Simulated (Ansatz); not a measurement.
The parent structure is BeTe in the zinc blende structure (space group F-43m, No. 216; a = 5.6635 Å).

All numbers come from PBE (Ansatz, an electronic-structure program), spin-orbit coupling left out.

Strains are applied to the cell and any free atomic positions relax.

One change was made to it. Results:

| quantity | base | after |
|---|---|---|
| width of the top valence band | 3.12 eV | 3.57 eV |
| band gap | 2.03 eV | 1.80 eV |
| hole mass (degenerate bands, along [100]) | 0.20, 0.35, 0.35 mₑ (at Γ) | 0.21, 0.31, 0.31 mₑ (at Γ) |
| pressure | 0.01 GPa | 6.20 GPa |

Q: What was done to the base?
A) isotropic strain −1.00 %
B) isotropic strain +1.50 %
C) isotropic strain −0.50 %
D) isotropic strain −3.00 %
E) isotropic strain +1.00 %

A: D, isotropic strain −3.00 %. For comparison, the band gap in the other runs: isotropic strain +1.50 % gives 2.13 eV; isotropic strain −0.50 % gives 1.99 eV; isotropic strain −1.00 % gives 1.96 eV; isotropic strain +1.00 % gives 2.10 eV.

With Te present, leaving out spin-orbit coupling can change the band edges. Effective masses come from finite differences of ±0.01 Å⁻¹. Stability against distortions was not tested.
